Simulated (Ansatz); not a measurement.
Take MoTe₂ in the 2H-MoS2 type structure (space group P6_3/mmc, No. 194; a = 3.5421 Å, c = 14.1819 Å; layered, stacked along the Cartesian z axis) as the base. Axes: x lies along a and z along c of the hexagonal cell.

The values are results of plane-wave PAW DFT at the r2SCAN+rVV10 level (Ansatz, a program for electronic structure, 500 eV), scalar-relativistic without spin-orbit coupling, not measurements.

Now apply this change: biaxial strain +2.00 %, plane normal [001], relaxed out of plane (Cartesian); in-plane vectors clamped, the third vector and the atoms free.

Q: What does the calculation give for the in-plane stress and ratio −ε⊥/ε∥ after the change?

A: The mean in-plane stress (compression positive) is -2.9 GPa; the ratio −ε⊥/ε∥ comes out as 0.54.

No phonon test of stability was made.
